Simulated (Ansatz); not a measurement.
## Ag2S: pressure series

Base system: Ag2S in the anti-fluorite structure (space group Fm-3m, No. 225; a = 6.0902 Å; a model cell, its experimental status unchecked).

Cell and atoms are relaxed at each pressure.

Computed with Ansatz (a program for electronic structure), PBEsol, PAW, cutoff 420 eV, without spin-orbit coupling, earlier PAW set.

```
pressure (GPa)  volume per atom (Å³/atom)
--------------  -------------------------
-2                                 19.325
-1                                 19.066
0                                  18.824
3                                  18.205
7                                       ?
15                                 16.531
50                                 14.123
75                                 13.152
100                                12.440
```

**Question.** Fit the third-order Birch–Murnaghan form P(V) = (3B₀/2)[(V₀/V)^(7/3) − (V₀/V)^(5/3)]·[1 + (3/4)(B₀′ − 4)((V₀/V)^(2/3) − 1)] (squares taken in P) to the rows shown and predict the withheld row.

**Answer.** Least squares on the printed values gives V₀ = 18.825 Å³/atom, B₀ = 83.1 GPa, B₀′ = 5.1; this predicts 17.546 Å³/atom, and the run gives 17.537 Å³/atom, 0.009 lower.

Load acts through the strain it causes; cell and atoms are relaxed under it. Stability against distortions was not tested. No other phases were tried under pressure. The final runs are not spin-polarised. This is not the structure that Ag2S has at room temperature and ambient pressure.
